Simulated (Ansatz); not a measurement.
ZrSi2, response to strain

Consider ZrSi2 (space group Cmcm, No. 63).

```xyz
6
Lattice="1.8522 -7.3961 0.0000 1.8522 7.3961 0.0000 0.0000 0.0000 3.6789" Properties=species:S:1:pos:R:3 pbc="T T T"
Si     1.8522    -6.6098     2.7592
Si     1.8522     6.6098     0.9197
Si     1.8522     3.7012     2.7592
Si     1.8522    -3.7012     0.9197
Zr     1.8522    -1.5587     2.7592
Zr     1.8522     1.5587     0.9197
```

Cartesian axes are those of the cell as printed.

Strains are applied to the cell and any free atomic positions relax; under stress the whole cell relaxes.

Levels (all Ansatz, a program for electronic structure, PAW): PBE (420 eV, no spin-orbit coupling); r2SCAN (500 eV, no SOC); PBE+SOC (420 eV, with spin-orbit coupling).

Pressures by level, all at the geometries relaxed with PBE:

```tsv
case	PBE	r2SCAN	PBE+SOC
base	0.0 GPa	-0.7 GPa	0.0 GPa
isotropic strain +3.81 %	-11.3 GPa	-12.2 GPa	-11.3 GPa
uniaxial stress, 1 GPa compression along z	0.3 GPa	-0.4 GPa	0.3 GPa
uniaxial stress, 5 GPa compression along x	1.7 GPa	1.0 GPa	1.7 GPa
```

Single points use the geometry relaxed with PBE. Their cutoffs differ, which shifts pressures a little. Differences between runs with and without spin-orbit coupling are approximate. Beyond what the load breaks, stability against distortions was not tested. The runs without spin-orbit coupling are not spin-polarised.
